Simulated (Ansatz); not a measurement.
The starting structures come from a database of crystals and need not be the phases stable at ambient conditions.

The decay constant κ of evanescent states in the gap governs leakage through a thin film.

Data:

```xyz
8
Lattice="6.4055 0.0000 0.0000 3.2027 10.3661 -0.0207 3.2027 -0.3262 1.8201" Properties=species:S:1:pos:R:3 pbc="T T T"
Cd     8.5406     4.9341     0.8843
Cd    10.6758     9.9540     1.7840
H      6.4055     3.1835     0.5706
H      6.4055     8.2034     1.4703
Cl     2.1352     1.5881     0.2846
Cl     4.2703     6.6081     1.1843
O      6.4055     4.1453     0.7430
O      6.4055     9.1653     1.6427
```

Space group of this cell: P6_3mc. The cell was relaxed by PBE-D3(BJ); by r2SCAN its mean pressure is -0.8 GPa.

Transport runs along the normal of the first two printed cell vectors, the (111) plane of the conventional cell.

No gap correction and no spin-orbit coupling; mid-gap values are interpolated between computed energies.

Estimate the band gap and the smallest decay constant κ at mid-gap that Ansatz (a first-principles code) with r2SCAN returns for this system.

Gap 3.11 eV on a 16×16×16 mesh; κ = 0.284 1/Å, at the zone centre.
